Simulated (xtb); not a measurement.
xtb 6.7.1, GFN2-xTB: B(Me)2(NEt2) (CCN(CC)B(C)C), 24 atoms. The geometry is a generated start, not checked to be a minimum at this level.

```json
{
  "run_flags": "--grad",
  "method": "GFN2-xTB",
  "--acc": "1 (default)",
  "--etemp (K)": "300 (default)",
  "basis_functions": "48",
  "valence_electrons": "48"
}
```

```xyz
24

B      0.6050     0.1075     1.1243
C      2.0062    -0.6152     1.3669
H      1.8684    -1.5899     1.8348
H      2.6497    -0.0415     2.0295
H      2.5633    -0.7840     0.4460
C      0.1985     1.3262     2.0701
H     -0.7432     1.1302     2.5842
H      0.0622     2.2570     1.5231
H      0.9446     1.5172     2.8372
N     -0.2751    -0.3466     0.1430
C     -1.5362     0.3172    -0.1464
C     -1.3960     1.5297    -1.0691
C     -0.0331    -1.5317    -0.6584
C      0.3128    -1.2412    -2.1199
H     -2.2224    -0.4044    -0.6014
H     -1.9806     0.6521     0.7939
H     -2.3660     2.0048    -1.1987
H     -0.7091     2.2517    -0.6379
H     -1.0181     1.2452    -2.0463
H      0.7889    -2.0860    -0.2070
H     -0.9252    -2.1729    -0.6235
H      1.1461    -0.5443    -2.1755
H      0.5945    -2.1647    -2.6199
H     -0.5353    -0.8167    -2.6492
```

One run each on 1 thread. Values of broydamp tried: 0.02, 0.05, 0.1, 0.2, 0.4 (default), 0.6, 0.8, 1.

Question: How does the count of SCC iterations change with broydamp, and where is it least?

Answer: Fewest SCC iterations, within one of each other: 0.4 (default) with 10, 0.6 with 11. The count rises to 22 at 0.02. All converge to one solution.

```csv
broydamp,SCC iterations,end
0.02,22,same solution
0.05,19,same solution
0.1,16,same solution
0.2,13,same solution
0.4 (default),10,same solution
0.6,11,same solution
0.8,13,same solution
1,13,same solution
```
